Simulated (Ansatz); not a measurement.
The starting structures come from a database of crystals and need not be the phases stable at ambient conditions.

By PBEsol, the system below comes out a metal.

Here is the system:

```
LuZn
1.0
    3.45579     0.00000     0.00000
    0.00000     4.88723     0.00000
    0.00000     2.44361     2.44361
Lu Zn
1 1
Direct
  0.00000   0.00000   0.00000
  0.50000   0.50000   0.00000
```

Space group of this cell: Pm-3m, CsCl type. The cell is taken as given; by PBEsol its mean pressure is -1.6 GPa.

The current flows along the normal of the first two printed cell vectors, the (110) plane of the conventional cell. No spin-orbit coupling; the value is a mean over 0.1 eV about the Fermi level.

### Question
Give the ballistic conductance per area that PBEsol (Ansatz, a program for electronic structure) yields.

### Answer
0.73 × 10¹⁵ S/m² for both spins.
